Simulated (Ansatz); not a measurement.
The parent structure is MgO in the rock salt structure (space group Fm-3m, No. 225; a = 4.2141 Å). Axes: x, y, z lie along the cube axes.

Calculations: PBEsol/PAW in Ansatz (a quantum-chemistry and plane-wave program), scalar-relativistic without spin-orbit coupling.

Base values:

| Property | Result |
|---|---|
| Band gap | 4.62 eV |
| Shortest interatomic distance | 2.107 Å |
| Valence-band top at Γ | 0.00, 0.00, 0.00 eV |

Perturbation: a free-standing slab of 6 layers (12 atoms, 2 a layer) is cut normal to the z axis, with 15 Å of vacuum and the in-plane cell held at bulk.

### Question
Predict the new band gap.

### Answer
The band gap falls by 0.90 eV, from 4.62 eV to 3.72 eV.

### Question
Estimate the effect on the shortest interatomic distance.

### Answer
The shortest interatomic distance decreases by 0.019 Å, from 2.107 Å to 2.088 Å.

### Question
How does this affect the change of the spacing d12 from its bulk value of 2.107 Å?

### Answer
The change of the spacing d12 from its bulk value of 2.107 Å amounts to 0.0 %.

### Question
How does this affect the valence-band top at Γ?

### Answer
The valence-band top at Γ (three highest levels, from the VBM) becomes 0.00, 0.00, -0.11 eV (base: 0.00, 0.00, 0.00 eV).

### Question
What does the calculation give for the excess energy per area of both faces after the change?

### Answer
The excess energy per area of both faces (slab less bulk energy over the cell's area: twice a surface energy) is 2.03 J/m².

Slab and bulk use different k-meshes, which limits the precision of the excess energy. No phonon test of stability was made.
